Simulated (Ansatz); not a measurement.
Input:

```yaml
crystal:
  lattice:
    - [3.89113, 0.00000, 0.00000]
    - [0.00000, 3.89113, 0.00000]
    - [0.00000, 0.00000, 3.89113]
  atoms:
    - { symbol: Sr, position: [0.00000, 0.00000, 0.00000] }
    - { symbol: Ti, position: [0.50000, 0.50000, 0.50000] }
    - { symbol: O, position: [0.50000, 0.00000, 0.50000] }
    - { symbol: O, position: [0.00000, 0.50000, 0.50000] }
    - { symbol: O, position: [0.50000, 0.50000, 0.00000] }
```

Method: PBEsol with spin-orbit coupling, rigid bands (plane waves, PAW; Ansatz, a program for electronic structure). Condition of this run: spin-orbit coupling switched on. Cell: cell and atoms relaxed with PBEsol.

### Question
What conductivity effective mass do dilute electrons have at 300 K?

### Answer
0.65 mₑ.

### Question
What conductivity effective mass do dilute holes have at 300 K?

### Answer
1.86 mₑ.

### Question
And the band gap?

### Answer
1.84 eV at this level; semilocal functionals usually fall short of the measured gap.

Rigid bands, one relaxation time for all states, no polarons.
